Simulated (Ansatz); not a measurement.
Take GaN in the zinc blende structure (space group F-43m, No. 216; a = 4.498 Å) as the base.

Now apply this change: a negative pressure, −1 GPa.

Levels (all Ansatz, a program for electronic structure, PAW, earlier PAW set): r2SCAN (500 eV, no spin-orbit coupling); HSE06 (420 eV, scalar-relativistic without spin-orbit coupling); HSE06+SOC (420 eV, spin-orbit coupling included).

One geometry, relaxed with r2SCAN, under each level:

The valence-band top lists the three highest levels at Γ (Kramers pairs under SOC), from the VBM.

```json
[
 {"level": "r2SCAN", "band gap": "2.13 eV", "lowest conduction level above the VBM at special points": "Γ 2.13 eV; X 3.77 eV; L 5.19 eV", "valence-band top at Γ": "0.00, 0.00, 0.00 eV"},
 {"level": "HSE06", "band gap": "2.96 eV", "lowest conduction level above the VBM at special points": "Γ 2.96 eV; X 4.45 eV; L 6.08 eV", "valence-band top at Γ": "–"},
 {"level": "HSE06+SOC", "band gap": "2.95 eV", "lowest conduction level above the VBM at special points": "Γ 2.95 eV; X 4.44 eV; L 6.07 eV", "valence-band top at Γ": "0.00, 0.00, -0.02 eV"}
]
```

Single points use the geometry relaxed with r2SCAN. Their cutoffs differ, which shifts pressures a little. The spin-orbit shifts are approximate. Load acts through the strain it causes; cell and atoms are relaxed under it. Whether these cells are dynamically stable was not tested. This is not the structure that GaN has at room temperature and ambient pressure.
